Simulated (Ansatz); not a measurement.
The reference is SrTe in the rock salt structure (space group Fm-3m, No. 225; a = 6.6067 Å).

The values are results of DFT with PBEsol, PAW potentials and a 420 eV plane-wave cutoff in Ansatz (a quantum-chemistry and plane-wave program), scalar-relativistic without spin-orbit coupling, not measurements.

One change was made to it. Results:

```csv
quantity,base,after
"hole mass (degenerate bands, along [100])","0.14, 0.85, 0.85 mₑ (at Γ)","0.13, 0.73, 0.73 mₑ (at Γ)"
gap character,"indirect, Γ → X","indirect, Γ → X"
density,4.96 g/cm³,5.54 g/cm³
band gap,1.57 eV,1.23 eV
```

**Question.** Which of these changes matches the shifts?
A) pressure 1.5 GPa
B) pressure 5 GPa
C) pressure 0.3 GPa
D) pressure 10 GPa

**Answer.** B, pressure 5 GPa. For comparison, the band gap in the other runs: pressure 1.5 GPa gives 1.46 eV; pressure 10 GPa gives 0.94 eV; pressure 0.3 GPa gives 1.55 eV.

Spin-orbit coupling, missing from the scalar runs, can matter with Te. Load acts through the strain it causes; cell and atoms are relaxed under it. Masses are band curvatures over ±0.01 Å⁻¹ around the edge. No phonon test of stability was made. Competing high-pressure phases were not computed.
